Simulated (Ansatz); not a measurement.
## SnO2: O on a Sn site (antisite), symmetric start

Consider a 12-atom supercell of SnO₂ in the rutile structure (space group P4_2/mnm, No. 136; a = 4.828 Å, c = 3.238 Å) at its relaxed geometry.

It is then changed as follows: a neutral O on a Sn site (antisite), symmetric start, atoms relaxed at fixed cell.

Calculations: Kohn–Sham DFT with the PBE functional, run in Ansatz (a quantum-chemistry and plane-wave program) with PAW and 420 eV plane waves, no spin-orbit coupling. k-mesh 5×5×5 (Γ-centred); smearing 0.01 eV (Fermi–Dirac).

| quantity | base | changed | shift |
|---|---|---|---|
| pressure | 0.0 GPa | -3.8 GPa | -3.8 GPa |
| energy gained by relaxation | – | 0.07 eV | – |
| largest displacement of a host atom from its site in the perfect cell | – | 0.06 Å | – |
| mean distance from the defect site to its nearest host atoms | 2.09 Å | 2.08 Å | -0.01 Å |

Other magnetic orders, which the real material may have, were not ruled out. The cell is small, so the values are those of an ordered compound at a high defect concentration; dilute-limit values will differ. A case with no gap was solved on a k-mesh chosen for an insulator, which is coarse for it. The defect started on the symmetric site and kept its symmetry, so it may sit on a saddle. The defect cell is spin-polarised and ends with 0.6 μB, a fractional moment that hangs on the mesh and smearing.
